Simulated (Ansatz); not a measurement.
# MoSi2: pressure series

Start from MoSi2 (space group I4/mmm, No. 139; a = 3.217 Å, c = 7.873 Å).

Cell and atoms are relaxed at each pressure.

The values are results of PBE (Ansatz, an electronic-structure program), no spin-orbit coupling, not measurements.

```json
[
 {"P (GPa)": "-2.00", "V (Å³/atom)": "13.716"},
 {"P (GPa)": "-1.00", "V (Å³/atom)": "13.646"},
 {"P (GPa)": "3.00", "V (Å³/atom)": "13.387"},
 {"P (GPa)": "6.99", "V (Å³/atom)": "13.153"},
 {"P (GPa)": "15.00", "V (Å³/atom)": "12.739"},
 {"P (GPa)": "29.99", "V (Å³/atom)": "12.113"},
 {"P (GPa)": "49.99", "V (Å³/atom)": "11.465"},
 {"P (GPa)": "74.99", "V (Å³/atom)": "10.840"},
 {"P (GPa)": "99.99", "V (Å³/atom)": "10.342"}
]
```

Q: Fit a third-order Birch–Murnaghan equation of state.

A: Least squares on P(V) = (3B₀/2)[(V₀/V)^(7/3) − (V₀/V)^(5/3)]·[1 + (3/4)(B₀′ − 4)((V₀/V)^(2/3) − 1)] gives V₀ = 13.58 Å³/atom, B₀ = 207 GPa and B₀′ = 4.2.

Load acts through the strain it causes; cell and atoms are relaxed under it. Stability against distortions was not tested. Competing high-pressure phases were not computed. All final runs are without spin polarisation.
